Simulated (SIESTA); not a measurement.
SIESTA run on In (I4/mmm, 1 atom in the cell): self-consistent single point.

Method: GGA PBEsol, numerical atomic orbitals TZP, PseudoDojo PBEsol standard norm-conserving potentials (rewritten from UPF to PSML) (SIESTA).

```
In
1.0
   -1.60529     1.60529     2.45551
    1.60529    -1.60529     2.45551
    1.60529     1.60529    -2.45551
In
1
Direct
  0.00000   0.00000   0.00000
```

Reference input (self-consistent single point, DFT, GGA PBE, numerical atomic orbitals TZP, PseudoDojo PBE standard norm-conserving potentials (rewritten from UPF to PSML)): XC.functional = GGA; XC.authors = PBE; potentials = PseudoDojo PBE standard; PAO.BasisSize = TZP; PAO.EnergyShift = 0.01 Ry; MeshCutoff = 400 Ry; kgrid.MonkhorstPack = 19 19 19; OccupationFunction = FD; ElectronicTemperature = 1160.45 K; MaxSCFIterations = 150; SCF.Mixer.Method = Pulay; SCF.Mixer.Weight = 0.2. This run's input differs from it in these lines:

```diff
@@ -1,2 +1,2 @@
-# files in the folder: In.psml (PseudoDojo PBE standard)
+# files in the folder: In.psml (PseudoDojo PBEsol standard)
 SystemName  In
@@ -21,3 +21,3 @@
 XC.functional                GGA
-XC.authors                   PBE
+XC.authors                   PBEsol
 PAO.BasisSize                TZP
```

Output (repeated stretches shortened):

```
        iscf     Eharris(eV)        E_KS(eV)     FreeEng(eV)     dDmax    Ef(eV) dHmax(eV)
   scf:    1    -1802.187925    -1803.067916    -1803.081922  0.992529 -3.269113  3.388831
   scf:    2    -1803.339702    -1803.208681    -1803.222745  0.090274 -3.345416  2.324532
   scf:    3    -1803.405552    -1803.326827    -1803.340973  0.171353 -3.509631  0.059452
   scf:    4    -1803.325478    -1803.326298    -1803.340445  0.014530 -3.534640  0.157706
   scf:    5    -1803.327254    -1803.326864    -1803.341007  0.010507 -3.527851  0.005559
   scf:    6    -1803.326865    -1803.326865    -1803.341007  0.000373 -3.527622  0.000414
   scf:    7    -1803.326865    -1803.326865    -1803.341007  0.000006 -3.527620  0.000324
SCF Convergence by DM+H criterion
max |DM_out - DM_in|         :     0.0000059459
max |H_out - H_in|      (eV) :     0.0003238317
SCF cycle converged after 7 iterations

Using DM_out to compute the final energy and forces

siesta: E_KS(eV) =            -1803.3269

siesta: E_KS - E_eggbox =     -1803.3269

siesta: Atomic forces (eV/Ang):
     1   -0.000000    0.000000    0.000000
   Tot   -0.000000    0.000000    0.000000
   Max    0.000000
   Res    0.000000    sqrt( Sum f_i^2 / 3N )
   Max    0.000000    constrained

Stress tensor Voigt[x,y,z,yz,xz,xy] (kbar):       -2.57       -2.57        0.46        0.17        0.17        0.02
(Free)E + p*V (eV/cell)    -1803.3164
Target enthalpy (eV/cell)    -1803.3410

siesta: Program's energy decomposition (eV):
siesta: FreeEng =     -1803.341007

siesta: Stress tensor (static) (eV/Ang**3):
siesta:    -0.001601    0.000010    0.000107
siesta:     0.000010   -0.001601    0.000107
siesta:     0.000107    0.000107    0.000287

siesta: Cell volume =         25.310902 Ang**3

siesta: Pressure (static):
siesta:                Solid            Molecule  Units
siesta:           0.00001058          0.00001058  Ry/Bohr**3
siesta:           0.00097165          0.00097165  eV/Ang**3
siesta:           1.55675868          1.55675868  kBar
```

The run converged in 7 iterations. Against the reference run the pressure goes from 3.45 to 0.16 GPa.

The starting cell comes from a database of computed structures (which also holds hypothetical and non-ambient phases and stackings), without a prior relaxation at this level. Its lattice was rescaled by a random factor within 2.5 % of one. Values carry the incompleteness of an atom-centred basis.

Cost on one core of a shared machine: roughly 50 s.
